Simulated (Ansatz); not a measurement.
An Ansatz (a program for electronic structure) input (Ansatz PBEsol, without spin-orbit coupling):

Ansatz 0.2 input:
```yaml
crystal:
  lattice:
    - [3.7375131712, 0, 0]
    - [0, 3.7375131712, 0]
    - [1.8687565856, -1.8687565856, 2.5650908814]
  atoms:
    - { symbol: Mg, position: [0, 0, 0] }
    - { symbol: S, position: [0.5, 0.5, 0] }
basis: { ecutwfc: 420, ecutrho_ratio: 4, xc_grid: 2, fft_grid_basis: typed }
kpoints: { mp_grid: { grid: [11, 11, 11] } }
hamiltonian:
  xc: pbesol
  dispersion: none
  pseudopotentials: { kind: paw }
scf: { occupations: { method: fermi_dirac, width: 0.05 } }
relax: { f_tol: 0.005, max_steps: 50, cell: { stress_tol: 0.01, fix: [a, b, gamma] } }
output: { forces: true, stress: true }
checkpoint: { write: state.ck, write_every: 1000 }
```

Problem. Which symmetry and how many k-points will the program report, and about how many plane waves at Γ?

Solution. Space group I4/mmm (ITA 139) with 16 operations, k-points 126 of 1331, and 693 plane waves at Γ.

Problem. And the final pressure?

Solution. -2.01 GPa (compression positive).

The cells carry an imposed strain or load. Stability against distortions was not tested. The cell was made from MgS in the rock salt structure (space group Fm-3m, No. 225) by this change: biaxial strain +2.00 %, plane normal [001], relaxed out of plane.
